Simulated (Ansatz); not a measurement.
Defect migration in rutile TiO2: interstitial Li, charge state +1. Method: PBE, PAW (plane waves to 420 eV; Ansatz, a program for electronic structure).

72-site cell at the relaxed PBE lattice, one k-point at (0.250, 0.250, 0.250), smearing 0.01 eV, spin-restricted, no finite-size correction. Energies are static. The charge state is imposed; whether it is stable for some Fermi level was not computed. Sites that were not tried may lie lower.

Barriers: single points on a 2×2×2 k-point mesh shifted by half a step at the bands' geometries.

The step: a concerted move, in which Li travels most. Atoms about the jump, Cartesian Å from the middle of the jump, before and after:

| atom | x0 | y0 | z0 | x1 | y1 | z1 |
|---|---|---|---|---|---|---|
| Li1 | 0.00 | 0.00 | -0.77 | 0.00 | 0.00 | 0.77 |
| O2 | -1.42 | -0.90 | -0.02 | -1.42 | -0.90 | 0.02 |
| O3 | 1.42 | 0.90 | -0.02 | 1.42 | 0.90 | 0.02 |
| O4 | 0.89 | -1.42 | 1.46 | 0.91 | -1.44 | 1.46 |
| O5 | -0.89 | 1.42 | 1.46 | -0.91 | 1.44 | 1.46 |
| O6 | -0.91 | 1.43 | -1.47 | -0.89 | 1.42 | -1.46 |
| O7 | 0.91 | -1.44 | -1.46 | 0.89 | -1.42 | -1.47 |
| Ti8 | 0.03 | 2.55 | 0.03 | 0.03 | 2.55 | -0.03 |
| Ti9 | -0.03 | -2.55 | 0.02 | -0.03 | -2.55 | -0.02 |
| Ti10 | 2.21 | 0.02 | 1.44 | 2.56 | -0.04 | 1.50 |
| Ti11 | -2.21 | -0.02 | 1.43 | -2.56 | 0.04 | 1.51 |
| Ti12 | -2.56 | 0.04 | -1.51 | -2.21 | -0.02 | -1.43 |
| Ti13 | 2.56 | -0.04 | -1.50 | 2.21 | 0.02 | -1.44 |
| O14 | -3.24 | 0.91 | 0.02 | -3.24 | 0.91 | -0.02 |
| O15 | 3.24 | -0.91 | 0.02 | 3.24 | -0.91 | -0.03 |
| O16 | -1.41 | -0.90 | 2.96 | -1.42 | -0.88 | 2.93 |
| O17 | 1.41 | 0.90 | 2.96 | 1.42 | 0.89 | 2.93 |
| O18 | -1.42 | -0.88 | -2.93 | -1.41 | -0.90 | -2.96 |
| O19 | 1.41 | 0.89 | -2.94 | 1.41 | 0.91 | -2.96 |

Problem. Predict the transition state.

Solution. 
```csv
atom,x,y,z
Li1,-0.01,0.01,0.04
O2,-1.53,-0.95,-0.01
O3,1.52,0.96,-0.01
O4,0.83,-1.36,1.41
O5,-0.85,1.37,1.41
O6,-0.84,1.37,-1.43
O7,0.84,-1.37,-1.43
Ti8,0.01,2.60,-0.01
Ti9,-0.02,-2.58,-0.01
Ti10,2.40,0.04,1.49
Ti11,-2.43,-0.01,1.46
Ti12,-2.39,-0.05,-1.49
Ti13,2.39,0.04,-1.46
O14,-3.24,0.93,-0.01
O15,3.23,-0.92,-0.01
O16,-1.44,-0.90,2.95
O17,1.43,0.91,2.95
O18,-1.44,-0.90,-2.97
O19,1.42,0.91,-2.97
```
It lies 0.065 eV above the start and 0.065 eV above the end. The saddle point's order was not checked, and it lies on a symmetry element of the cell, where a band can be held.
